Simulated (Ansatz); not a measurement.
Ansatz (a quantum-chemistry and plane-wave program) run on a (111) slab of YMgNi4 (cut from a parent of space group no. 216; 12 atoms in the cell): self-consistent single point.

Method: PBEsol, default PAW files made with PBE (plane waves; Ansatz).

```xyz
12
Lattice="4.9238 0.0000 0.0000 2.4619 4.2641 0.0000 0.0000 0.0000 21.5193" Properties=species:S:1:pos:R:3 pbc="T T T"
Mg     0.5430     0.3135     7.4838
Mg     3.0049     1.7349    11.5041
Ni     1.7892     2.4368     8.9852
Ni     3.0049     0.3311     8.9852
Ni     3.0049     1.7349     7.0000
Ni     4.2206     2.4368     8.9852
Ni     4.2511     3.8581    13.0055
Ni     5.4668     1.7525    13.0055
Ni     5.4668     3.1563    11.0203
Ni     6.6825     3.8581    13.0055
Y      0.5430     0.3135    10.4990
Y      3.0049     1.7349    14.5193
```
Moments meant for the start (each program seeds them in its own way; μB, in the order of the atoms Mg Mg Ni Ni Ni Ni Ni Ni Ni Ni Y Y): 0.0 0.0 2.0 2.0 2.0 2.0 2.0 2.0 2.0 2.0 0.0 0.0.

Reference input (self-consistent single point, DFT, PBEsol, plane waves, default PAW files made with PBE): basis.ecutwfc = 420 eV; kpoints.mp_grid.grid = 4 4 1; hamiltonian.xc = pbesol; hamiltonian.pseudopotentials = {kind: paw} (the program's default PAW files); magnetization.spin_polarized = true; scf.occupations.method = fermi_dirac; scf.occupations.width = 0.1 eV. This run's input differs from it in these lines:

Ansatz 0.2 input:
```diff
@@ -21,3 +21,3 @@
 kpoints:
-  mp_grid: { grid: [4, 4, 1] }
+  mp_grid: { grid: [7, 7, 1] }
 hamiltonian:
```

Log, with long lists cut:

```
SCF iter   1: F=—  HF=-57851.358306 eV  |F-HF|=—  |Δ(HF+E_count)|=         —  Δρ=9.13e-2 (↑9.13e-2 ↓8.85e-2)  dr2=3.90e1  dr2_m=3.25e1  M=3.931 μB ∫|m|=4.856 μB  β_m=0.30  ethr=3.10e-3  ⟨swp⟩=9.9  Hψ=9863  notcnv=0  defer=53
Mixer restart at iter 1: flushing history
all-band conjugate gradients solve this SCF's bands
preconditioner: auto → LDOS
spin=Collinear: LDOS preconditioning applied to the charge; magnetization (m = ρ↑ − ρ↓) channel mixes plain (no charge-response kernel on spin).
   [... lines left out ...]
SCF iter  18: F=—  HF=-57853.163428 eV  |F-HF|=—  |Δ(HF+E_count)|=   1.35e-8  Δρ=2.08e-6 (↑2.08e-6 ↓1.21e-6)  dr2=4.39e-8  dr2_m=3.30e-9  M=0.817 μB ∫|m|=1.010 μB  β_m=0.64  ethr=8.87e-11  ⟨swp⟩=2.0  Hψ=2689  notcnv=0  defer=156
SCF iter  19: F=-57853.163427 eV  HF=-57853.163428 eV  |F-HF|=2.99e-8  |Δ(HF+E_count)|=   1.04e-8  Δρ=1.54e-6 (↑1.32e-6 ↓1.54e-6)  dr2=3.63e-8  dr2_m=3.07e-10  M=0.817 μB ∫|m|=1.010 μB  ethr=2.36e-11  ⟨swp⟩=13.8  Hψ=9542  notcnv=0
SCF 1 converged in 19 iterations: F = -57853.163427 eV  dr2 = 3.63e-8
Crystal: 12 atoms, lattice volume = 451.814 Å³
Starting moments: Σ|m| = 18 μB on 10 of 12 sites
SCF iter   1: F=—  HF=-57861.121302 eV  |F-HF|=—  |Δ(HF+E_count)|=         —  Δρ=1.40e-1 (↑4.79e-2 ↓1.40e-1)  dr2=9.34e1  dr2_m=3.47e1  M=3.288 μB ∫|m|=4.083 μB  β_m=0.30  ethr=3.10e-3  ⟨swp⟩=9.9  Hψ=9993  notcnv=0  defer=46
preconditioner: auto → LDOS
spin=Collinear: LDOS preconditioning applied to the charge; magnetization (m = ρ↑ − ρ↓) channel mixes plain (no charge-response kernel on spin).
   [... lines left out ...]
spin-set hold released at iteration 8 (site moments contracting)
iter 27 did not close the SCF: its close was put off for a magnetic moment that had not settled (scf_convergence_deferred on its scf_iter line)
iter 28 did not close the SCF: its close was put off for a magnetic moment that had not settled (scf_convergence_deferred on its scf_iter line)
WARN: the starting moments were not kept: the SCF closed with an absolute magnetisation of 1.0e0 μB, where they sum to 16 μB in size (8 sites) …
Absolute magnetization: 1.0110 μB (∫|ρ↑−ρ↓|, with the PAW one-centre terms)
Free energy (F): -57853.163427 eV
Fermi energy:    3.541917 eV
   [... lines left out ...]
  atom  12  Y     -0.00000000     0.00000000    -0.87539359
--- Stress (GPa, compression-positive) ---
       -3.936401      -0.000000      -0.000000
        0.000000      -3.936401       0.000000
       -0.000000       0.000000      -2.340787
  P = ⅓ Tr σ = -3.4045 GPa (-34.045 kbar)
  The stress holds the Pulay correction. Without it, at fixed plane waves, as pw.x and ABINIT print it: P = -3.4141 GPa
```

The run converged, with 48 iterations in all over 2 SCF loops.  The full log also holds: “iter 28 did not close the SCF: its close was put off for a magnetic moment that had not settled (scf_convergence_deferred on its scf_iter line)”.

The starting cell comes from a database of computed structures (which also holds hypothetical and non-ambient phases and stackings), without a prior relaxation at this level. The slab is cut from that crystal, and its faces are unrelaxed. Its lattice was rescaled by up to half a per cent. The moments shrank to a small part of their start, a low-spin state that need not be the lowest. The program warned that a starting moment was not kept. The two faces of this cut differ, and no dipole correction was used. Forces in this geometry exceed 1 eV/Å.

These are the values that this program gave, and no reference: magnetic slabs can end in a higher state.

Cost on one core of a shared machine: roughly 7 min.
